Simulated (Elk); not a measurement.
Worked example: self-consistent single point of Al (Fm-3m, 1 atom in the cell) in Elk.

Level of theory: PBEsol, all-electron FP-LAPW, Elk's shipped species files, APW+lo basis with extra local orbitals (Elk).

```yaml
crystal:
  lattice:
    - [0.00000, 2.03107, 2.03107]
    - [2.03107, 0.00000, 2.03107]
    - [2.03107, 2.03107, 0.00000]
  atoms:
    - { symbol: Al, position: [0.00000, 0.00000, 0.00000] }
```

Reference input (self-consistent single point, DFT, PBEsol, all-electron FP-LAPW, Elk's shipped species files, APW+lo basis with extra local orbitals): xctype = 22; rgkmax = 8; stype = 3; swidth = 0.00367493 Ha; ngridk = 8 8 8; gmaxvr = 16 1/bohr; nxlo = 2; lorbcnd = true; lmaxi = 2. This run's input differs from it in these lines:

```diff
@@ -22,6 +22,6 @@
 stype
-  3
+  0
 
 swidth
-  0.00367493
+  0.0367493
 
@@ -42,3 +42,3 @@
 ngridk
-  8 8 8
+  13 13 13
```

Log, with long lists cut:

```
│ Self-consistent loop started │
│ Loop number : 1 │
 total energy                :     -242.599243789
│ Loop number : 2 │
 total energy                :     -242.598828391
RMS change in Kohn-Sham potential (target) :   0.7136059148     (  0.1000000000E-05)
Absolute change in total energy (target)   :   0.4153977971E-03 (  0.1000000000E-03)
│ Loop number : 3 │
 total energy                :     -242.517628566
RMS change in Kohn-Sham potential (target) :   0.3643658785     (  0.1000000000E-05)
Absolute change in total energy (target)   :   0.8130367484E-01 (  0.1000000000E-03)
│ Loop number : 4 │
   [... lines left out ...]
Absolute change in total energy (target)   :   0.3624596432E-03 (  0.1000000000E-03)
│ Loop number : 11 │
 total energy                :     -242.364226769
RMS change in Kohn-Sham potential (target) :   0.2134161292E-05 (  0.1000000000E-05)
Absolute change in total energy (target)   :   0.3322867065E-04 (  0.1000000000E-03)
│ Loop number : 12 │
 total energy                :     -242.364220098
RMS change in Kohn-Sham potential (target) :   0.5699206895E-06 (  0.1000000000E-05)
Absolute change in total energy (target)   :   0.1497814660E-04 (  0.1000000000E-03)
Convergence targets achieved

│ Loop number : 13 │

Energies :
 Fermi                       :     0.267044439237
 total energy                :     -242.364217227

Density of states at Fermi energy :    11.14428614
 (states/Hartree/unit cell)

Estimated indirect band gap :   0.2255039457E-02
 from k-point     81 to k-point     33
Estimated direct band gap   :   0.3722109245E-01
 at k-point     71

Charges :
 core                        :    4.000000000
 valence                     :    9.000000000
 interstitial                :    1.803951767
 muffin-tins (core leakage)
  species :    1 (Al)
   atom    1                 :    11.19604823     (  0.4746641491E-03)
 total in muffin-tins        :    11.19604823
 total calculated charge     :    12.99065618
 total charge                :    13.00000000
 error                       :   0.9343819624E-02

│ Self-consistent loop stopped │
```

The run converged in 13 iterations. The count includes the last loop, which Elk runs after its targets are met. 

The starting cell has typed, rounded lattice constants, without a prior relaxation at this level. Its lattice was rescaled by up to half a per cent. Values depend on the basis (sphere radii, cutoffs, local orbitals), which need not be converged. The log's line on a gap gives a spacing of levels on this mesh, which the program prints for metals too.
